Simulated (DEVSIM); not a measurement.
System: Si n-i-p diode, at 300 K.

| layer (left to right) | material | thickness (μm) | Nd (cm⁻³) | Na (cm⁻³) | τn (s) | τp (s) |
|---|---|---|---|---|---|---|
| 1 | Si | 0.180 | 1.4e18 | - | 8.9e-7 | 8.9e-7 |
| 2 | Si | 1.40 | - | 1.6e12 | 8.9e-7 | 8.9e-7 |
| 3 | Si | 0.910 | - | 5.8e17 | 8.9e-7 | 8.9e-7 |

Left contact: ohmic. Right contact: ohmic. Voltage is applied to the left contact. Recombination: SRH at mid-gap, radiative, Auger. Mobility is μmin + (μ − μmin)/(1 + (N/Nref)^α).

The device is made up for the run: typed textbook-type constants, with dimensions and the other settings drawn at random. Values at 300 K.

| parameter | Si |
|---|---|
| gap (eV) | 1.124 |
| affinity (eV) | 4.05 |
| permittivity | 11.7 |
| Nc (cm⁻³) | 2.86e19 |
| Nv (cm⁻³) | 3.1e19 |
| μn (cm²/Vs) | 1417 |
| μp (cm²/Vs) | 470 |
| μn,min | 52 |
| μp,min | 45 |
| Nref,n | 9.7e16 |
| Nref,p | 2.2e17 |
| αn | 0.68 |
| αp | 0.72 |
| B (cm³/s) | 4.7e-15 |
| Cn (cm⁶/s) | 2.8e-31 |
| Cp (cm⁶/s) | 9.9e-32 |

DEVSIM, 1D drift-diffusion, Boltzmann statistics, complete ionisation; no tunnelling, impact ionisation, image-force lowering or self-heating.

Base results: dark forward voltage at 1 A/cm² (V) 0.667; dark forward voltage at 100 A/cm² (V) 0.789.

### Question
What follows from this one change: thickness of layer 1 0.18 → 0.11 μm?

### Answer
dark forward voltage at 1 A/cm² 0.667 → 0.661 V; dark forward voltage at 100 A/cm² 0.789 → 0.783 V.

### Question
What follows from this one change: constant mobility in place of the doping-dependent one?

### Answer
dark forward voltage at 1 A/cm² 0.667 → 0.634 V; dark forward voltage at 100 A/cm² 0.789 → 0.756 V.
